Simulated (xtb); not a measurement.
xtb 6.7.1, GFN1-xTB: CC1(C)c2ccsc2-c2sc(-c3ccc(-c4cc5c(s4)-c4sccc4C5(C)C)cc3)cc21, 54 atoms. The geometry is a generated start, not checked to be a minimum at this level.

```
Property                                                                                                        Value
------------------------  -------------------------------------------------------------------------------------------
method                                                                                                       GFN1-xTB
--acc                                                                                                     1 (default)
--etemp (K)                                                                                             300 (default)
detailed input (--input)  none: ANC optimiser, Lindh (1995) Hessian, microcycle=20, maxdispl=1.0, hlow=0.01 (default)
basis functions                                                                                                   196
valence electrons                                                                                                 158
```

The structure is relaxed from this start with --opt LEVEL for the levels crude, sloppy, loose, lax, normal, tight, vtight, extreme, once each. Up to the end of the extreme run atoms move by at most 1.2 Å along an axis.

Q: What is the loosest level that ends within 20 meV of the extreme run, and how many cycles does it take?

A: sloppy: 21 cycles against 67, ending 5.6 meV above.

```tsv
level	cycles	energy above the extreme run (meV)	gradient norm (eV/Å)
crude	9	65	0.42
sloppy	21	5.6	0.16
loose	21	5.6	0.16
lax	24	4.1	0.10
normal	33	0.64	0.025
tight	44	0.15	0.0034
vtight	44	0.15	0.0034
extreme	67	—	0.00083
```
